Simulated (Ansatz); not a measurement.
The starting structures come from a database of crystals and need not be the phases stable at ambient conditions.

Tunnelling through a barrier is set by its complex band structure: the current falls as exp(−2κd) with the smallest κ.

Data:

```
CELL_PARAMETERS angstrom
      5.45651     0.00000     0.00000
      0.00000    10.09156     0.00000
      0.00000     1.45323     5.21716
ATOMIC_POSITIONS crystal
  Ca 0.96159 0.00000 0.25420
  Ca 0.46159 0.00000 0.74580
  Ca 0.53712 0.62504 0.92918
  Ca 0.03712 0.37496 0.07082
  Ca 0.53712 0.37496 0.55422
  Ca 0.03712 0.62504 0.44578
  Ti 0.50409 0.80096 0.34935
  Ti 0.00409 0.19904 0.65065
  Ti 0.50409 0.19904 0.15031
  Ti 0.00409 0.80096 0.84969
  O  0.78648 0.22376 0.92724
  O  0.28648 0.77624 0.07276
  O  0.78648 0.77624 0.15100
  O  0.28648 0.22376 0.84900
  O  0.70839 0.16860 0.45426
  O  0.20839 0.83140 0.54574
  O  0.70839 0.83140 0.62286
  O  0.20839 0.16860 0.37714
  O  0.98009 0.39516 0.48941
  O  0.48009 0.60484 0.51059
  O  0.98009 0.60484 0.88457
  O  0.48009 0.39516 0.11543
  O  0.01448 0.00000 0.82110
  O  0.51448 0.00000 0.17890
```

Space group of this cell: Cmc2_1. The cell is taken as given; by r2SCAN its mean pressure is -1.1 GPa.

Transport runs along the normal of the first two printed cell vectors.

The gap is the functional's own. No spin-orbit coupling. Mid-gap values are interpolated on the energy grid.

Problem. Compute, with r2SCAN (Ansatz, an electronic-structure program), the band gap and the smallest decay constant κ at mid-gap.

Solution. Gap 2.86 eV on a 6×6×6 mesh; κ = 0.353 1/Å, at the zone centre.
